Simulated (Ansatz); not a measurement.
Amorphous cells of 8 compositions: the gap between the highest filled and lowest empty level at the zone centre, by PBE and by a single point of HSE06 on the same geometry (PBE, scalar-relativistic without spin-orbit coupling (plane waves to 420 eV, PAW; Ansatz, a program for electronic structure); exact exchange cut at the cells' faces). The networks come from melt-quench runs on the CHGNet potential at compositions and starting densities chosen by hand, with anions pushed apart in the CHGNet dynamics, and DFT then relaxed them. The cells are small and were quenched far faster than real films, so single cells scatter. Defect or tail levels can set these gaps. The rows are the first to finish with both values and no moments.

| cell | PBE gap x (eV) | HSE06 gap y (eV) |
|---|---|---|
| A (Ga24O37K2, 4.61 g/cm3) | 1.72 | 3.37 |
| B (Al28O45Mo, 3.18 g/cm3) | 1.75 | 3.15 |
| C (Ga24O37Be, 4.94 g/cm3) | 1.92 | 3.59 |
| D (Al28O47P2, 2.90 g/cm3) | 3.12 | 4.79 |
| E (Al28O45Y2, 3.19 g/cm3) | 3.27 | 4.98 |
| F (Al28O45Lu2, 3.63 g/cm3) | 3.56 | withheld |
| G (Al28O45Sb2, 3.36 g/cm3) | 3.58 | 4.83 |
| H (Al28O47Ta2, 3.62 g/cm3) | 3.63 | 5.29 |

### Question
Fit a straight line through the 7 full rows and predict the withheld value for F (Al28O45Lu2, 3.63 g/cm3).

### Answer
Means: x = 2.713, y = 4.286. Slope = Σ(Δx Δy) / Σ(Δx²) = 4.539 / 4.611 = 0.985; the r.m.s. residual is 0.162. Prediction: 4.286 + 0.985 × (3.56 − 2.713) = 5.12. The run gave 5.27, 0.15 above the line.
